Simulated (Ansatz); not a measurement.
## HgS in the rock salt structure (space group Fm-3m, No. 225; a model cell, its experimental status unchecked)

```
CELL_PARAMETERS angstrom
      0.00000     2.72576     2.72576
      2.72576     0.00000     2.72576
      2.72576     2.72576     0.00000
ATOMIC_POSITIONS crystal
  S  0.00000 0.00000 0.00000
  Hg 0.50000 0.50000 0.50000
```

Level of theory: PBEsol/PAW in Ansatz (a quantum-chemistry and plane-wave program), no spin-orbit coupling. k-mesh 15×15×15 (Γ-centred); smearing 0.05 eV (Fermi–Dirac).

Volume per atom: 20.25 Å³
Density: 9.54 g/cm³
Band gap: zero
Total energy: -7276.518 eV/atom (σ→0; compares only within this code and set-up)

No phonon test of stability was made. The final runs are not spin-polarised. This is not the structure that HgS has at room temperature and ambient pressure.
